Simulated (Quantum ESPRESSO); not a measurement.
# Parameter sweep on MgSi (P1, 12 atoms in the cell)

```yaml
crystal:
  lattice:
    - [4.70831, 0.00000, 0.00000]
    - [1.25555, 5.45916, 0.00000]
    - [1.35345, 1.18994, 8.54285]
  atoms:
    - { symbol: Mg, position: [0.59500, 0.10505, 0.93882] }
    - { symbol: Mg, position: [0.62026, 0.76731, 0.25074] }
    - { symbol: Mg, position: [0.05446, 0.02690, 0.42410] }
    - { symbol: Mg, position: [0.58585, 0.45841, 0.56892] }
    - { symbol: Mg, position: [0.05144, 0.39722, 0.08903] }
    - { symbol: Mg, position: [0.09311, 0.26732, 0.74041] }
    - { symbol: Si, position: [0.06548, 0.76179, 0.76350] }
    - { symbol: Si, position: [0.13082, 0.52507, 0.40129] }
    - { symbol: Si, position: [0.56477, 0.60903, 0.89363] }
    - { symbol: Si, position: [0.12516, 0.88945, 0.02475] }
    - { symbol: Si, position: [0.57544, 0.93115, 0.64374] }
    - { symbol: Si, position: [0.53827, 0.26136, 0.26096] }
```

Base run A: PBEsol, GBRV 1.5 ultrasoft (PBESOL) pseudopotentials (Quantum ESPRESSO 7.5), self-consistent single point.

Its settings: ecutwfc = 40 Ry; ecutrho = 200 Ry; occupations = smearing; smearing = methfessel-paxton; degauss = 0.0099958 Ry; potentials = {Mg: mg_pbesol_v1.4.uspp.F.UPF, Si: si_pbesol_v1.uspp.F.UPF}; K_POINTS = automatic 4 3 2 0 0 0; conv_thr = 1e-08 Ry.

The starting cell comes from a database of computed structures (which also holds hypothetical and non-ambient phases and stackings), without a prior relaxation at this level. Without a gap this mesh is coarse (it stands for a supercell whose shortest vector is 17 Å).

ΔF is the free energy per atom less that of run A. 

Run A gave: pressure (GPa) -1.10; largest force (eV/Å) 0.579.

Runs:
- B: smearing: methfessel-paxton → gaussian; degauss: 0.0099958 Ry → 0.0073499 Ry
- C: smearing: methfessel-paxton → gaussian; degauss: 0.0099958 Ry → 0.0147 Ry
- D: smearing: methfessel-paxton → fermi-dirac; degauss: 0.0099958 Ry → 0.0036749 Ry
- E: smearing: methfessel-paxton → fermi-dirac; degauss: 0.0099958 Ry → 0.0147 Ry
- F: degauss: 0.0099958 Ry → 0.0036749 Ry
- G: degauss: 0.0099958 Ry → 0.0073499 Ry
- H: smearing: methfessel-paxton → marzari-vanderbilt; degauss: 0.0099958 Ry → 0.0147 Ry
- I: smearing: methfessel-paxton → marzari-vanderbilt; degauss: 0.0099958 Ry → 0.02205 Ry
- J: occupations: smearing → tetrahedra_opt; smearing: methfessel-paxton → default; degauss: 0.0099958 Ry → default

**Question.** What does run I change against A?

**Answer.** The free energy hardly moves (within 1 meV/atom), the pressure hardly changes (-1.10 to -1.09 GPa) and the largest force goes from 0.579 to 0.534 eV/Å.

**Question.** What does run E change against A?

**Answer.** The free energy falls by 23.8 meV/atom, the pressure goes from -1.10 to -0.99 GPa and the largest force goes from 0.579 to 0.462 eV/Å.

```
run  ΔF (meV/atom)  pressure (GPa)  largest force (eV/Å)
---  -------------  --------------  --------------------
A             0.00           -1.10                 0.579
B            -1.00           -1.09                 0.570
C             -4.0           -1.08                 0.539
D            -1.64           -1.09                 0.563
E            -23.8           -0.99                 0.462
F             0.19           -1.11                 0.570
G             0.06           -1.10                 0.584
H            -0.26           -1.08                 0.557
I            -0.60           -1.09                 0.534
J              6.3           -1.07                 0.492
```
